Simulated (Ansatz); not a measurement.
## TiSi2, pressure series

Take TiSi$_{2}$ (space group Cmcm, No. 63; a = 3.546 Å, b = 13.565 Å, c = 3.580 Å) as the base.

Cell and atoms are relaxed at each pressure.

All numbers come from PBE in Ansatz (plane waves to 420 eV, PAW, spin-orbit coupling left out), earlier PAW set.

```tsv
change	shortest interatomic distance	density
base	2.404 Å	4.01 g/cm³
pressure −1 GPa	2.407 Å	3.98 g/cm³
pressure 1.8 GPa	2.399 Å	4.07 g/cm³
pressure 4.2 GPa	2.393 Å	4.14 g/cm³
pressure 9 GPa	2.381 Å	4.27 g/cm³
pressure 18 GPa	2.362 Å	4.49 g/cm³
pressure 30 GPa	2.341 Å	4.74 g/cm³
pressure 45 GPa	(withheld)	(withheld)
pressure 60 GPa	2.300 Å	5.25 g/cm³
```

**Question.** Complete the table.

**Answer.** 
- pressure 45 GPa, shortest interatomic distance: 2.319 Å
- pressure 45 GPa, density: 5.01 g/cm³

Load acts through the strain it causes; cell and atoms are relaxed under it. Whether these cells are dynamically stable was not tested. Competing high-pressure phases were not computed. All final runs are without spin polarisation.

Ansatz is an electronic-structure program.
